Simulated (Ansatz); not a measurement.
# Hypothetical zinc blende SbAs, pressure series

Consider SbAs in the zinc blende structure (space group F-43m, No. 216; a = 6.488 Å; a hypothetical phase, not in the database extracts checked).

Cell and atoms are relaxed at each pressure.

The values are results of r2SCAN (Ansatz, a quantum-chemistry and plane-wave program), spin-orbit coupling left out, not measurements.

Notes on the quantities. enthalpy: H = E + PV relative to the base's energy.

```tsv
variant	volume per atom	enthalpy
base	34.14 Å³	–
pressure −2 GPa	36.01 Å³	-0.44 eV/atom
pressure −1 GPa	35.02 Å³	-0.22 eV/atom
pressure 1.8 GPa	32.79 Å³	+0.38 eV/atom
pressure 4.2 GPa	31.30 Å³	+0.86 eV/atom
pressure 9 GPa	29.09 Å³	+1.76 eV/atom
pressure 18 GPa	26.32 Å³	+3.31 eV/atom
pressure 30 GPa	23.86 Å³	+5.18 eV/atom
pressure 45 GPa	21.81 Å³	+7.31 eV/atom
pressure 60 GPa	20.33 Å³	+9.28 eV/atom
```

Load acts through the strain it causes; cell and atoms are relaxed under it. Stability against distortions was not tested. No other phases were tried under pressure. All final runs are without spin polarisation.
